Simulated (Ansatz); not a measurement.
Armchair WS2 nanoribbon, N = 15, bare edges

Levels: PBE (plane waves to 420 eV, PAW; Ansatz, a quantum-chemistry and plane-wave program); PBE with spin-orbit coupling run with Ansatz; r2SCAN (plane waves to 500 eV, PAW; Ansatz). Unmarked values and the geometry are of the first. Mesh 1×1×6. No spin polarisation, so a magnetic state wasn't tested. Isolated but for its images some 11 Å away. An idealised model, cut from the flat sheet. Symmetry and one short period hold its shape; lower forms weren't sought. Values not marked SOC lack spin–orbit coupling. Buckling under compression is shut out by symmetry and the short period.

```
Quantity                                                                      Result
--------------------------------------------------------------  --------------------
period along the axis (45 atoms)                                             5.500 Å
largest distance between nuclei across the axis                              22.74 Å
edge energy against the flat WS2 sheet, per length of one edge           +0.757 eV/Å
PBE gap                                                         0.48 eV, direct at Γ
electron mass along the axis (PBE)                                            1.0 mₑ
hole mass along the axis (PBE)                                                1.9 mₑ
PBE+SOC gap at this geometry                                                 0.44 eV
r2SCAN gap at this geometry                                                  0.66 eV
axial stiffness dF/dε                                                         294 nN
```

```xyz
45
Lattice="33.5000 0.0000 0.0000 0.0000 14.5000 0.0000 0.0000 0.0000 5.5002" Properties=species:S:1:pos:R:3 pbc="T T T"
S      5.4906     5.6599     3.6084
W      5.8594     7.2500     2.0113
S      5.4906     8.8401     3.6084
S      7.2104     5.6149     0.8662
W      7.0807     7.2500     4.6441
S      7.2104     8.8851     0.8662
S      8.7359     5.7181     3.6703
W      8.7695     7.2500     1.7891
S      8.7359     8.7819     3.6703
S     10.3793     5.6741     0.9176
W     10.3741     7.2500     4.5886
S     10.3793     8.8259     0.9176
S     11.9595     5.6742     3.6689
W     11.9668     7.2500     1.8367
S     11.9595     8.8258     3.6689
S     13.5623     5.6790     0.9175
W     13.5568     7.2500     4.5804
S     13.5623     8.8210     0.9175
S     15.1541     5.6773     3.6682
W     15.1572     7.2500     1.8335
S     15.1541     8.8227     3.6682
S     16.7500     5.6763     0.9175
W     16.7500     7.2500     4.5838
S     16.7500     8.8237     0.9175
S     18.3459     5.6773     3.6682
W     18.3428     7.2500     1.8335
S     18.3459     8.8227     3.6682
S     19.9377     5.6790     0.9175
W     19.9432     7.2500     4.5804
S     19.9377     8.8210     0.9175
S     21.5405     5.6742     3.6689
W     21.5332     7.2500     1.8367
S     21.5405     8.8258     3.6689
S     23.1207     5.6741     0.9176
W     23.1259     7.2500     4.5886
S     23.1207     8.8259     0.9176
S     24.7641     5.7181     3.6703
W     24.7305     7.2500     1.7891
S     24.7641     8.7819     3.6703
S     26.2896     5.6149     0.8662
W     26.4193     7.2500     4.6441
S     26.2896     8.8851     0.8662
S     28.0094     5.6599     3.6084
W     27.6406     7.2500     2.0113
S     28.0094     8.8401     3.6084
```
